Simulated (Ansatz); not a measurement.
Structures of equal composition on the (111)A surface of zinc-blende GaAs (Ga plane on top): 2x2 Al adatom at H3; 2x2 Al adatom at T4. The slabs share one bottom face, and each structure is named by its start. These are constructed structures in small cells; real faces may alloy, dewet or reconstruct in larger ones, and not all known structures of the face are among them. Slabs of about 14 Å with all that they carry, Fermi-Dirac smearing of 0.025 eV. Bottom of the slabs: H caps. Relaxed from the named starts with such symmetry as they have, on meshes of like density; energies extrapolated to zero smearing; no spin-orbit coupling, no U. Spin-polarised runs, if any, are marked in brackets, and their order is one that fits the cell; the others ran without spin. Where a second, spin-polarised start was run, the lower counts.

Host crystal: zinc-blende GaAs, with a band gap (PBE, scalar-relativistic without spin-orbit coupling).

Computed with r2SCAN, at the PBE geometry (plane waves to 500 eV, PAW; Ansatz, a first-principles code).

Problem. Put the candidates in order of energy per 1x1 cell, lowest first, for r2SCAN, at the PBE geometry.

Solution. 2x2 Al adatom at T4 (0.000 eV, gap 0.39 eV on the mesh), 2x2 Al adatom at H3 (0.040 eV, gap 0.54 eV on the mesh)
